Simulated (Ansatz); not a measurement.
The starting structures come from a database of crystals and need not be the phases stable at ambient conditions.

By LDA and PBEsol, the system below comes out a metal.

Input:

```yaml
crystal:
  lattice:
    - [3.08623, 0.00000, 0.00000]
    - [0.00000, 4.96233, 0.00000]
    - [0.00000, -2.48116, 4.29750]
  atoms:
    - { symbol: Hf, position: [0.50000, 0.33333, 0.66667] }
    - { symbol: Hf, position: [0.50000, 0.66667, 0.33333] }
    - { symbol: Hf, position: [0.00000, 0.00000, 0.00000] }
```

Space group of this cell: P6/mmm. The cell is taken as given; by PBEsol its mean pressure is -2.8 GPa.

The current runs along the normal of the first two printed vectors, the (100) plane. All runs by Ansatz (a first-principles code), plane waves and PAW, without spin-orbit coupling; the base is PBEsol.

```tsv
run	mean pressure (GPa)	G/A, both spins (10¹⁵ S/m²)
base	-2.8	0.58
all lengths scaled by 1.02	-8.4	0.56
lda in place of pbesol	-6.8	0.60
lengths across the current scaled by 1.02, ions clamped	-6.6	0.60
lengths along the current scaled by 0.97, ions clamped	0.6	___
lengths along the current scaled by 1.03, ions clamped	-5.7	___
```

Q: Fill in the missing entries.

A: 
- lengths along the current scaled by 0.97, ions clamped, G/A, both spins (10¹⁵ S/m²): 0.62
- lengths along the current scaled by 1.03, ions clamped, G/A, both spins (10¹⁵ S/m²): 0.50
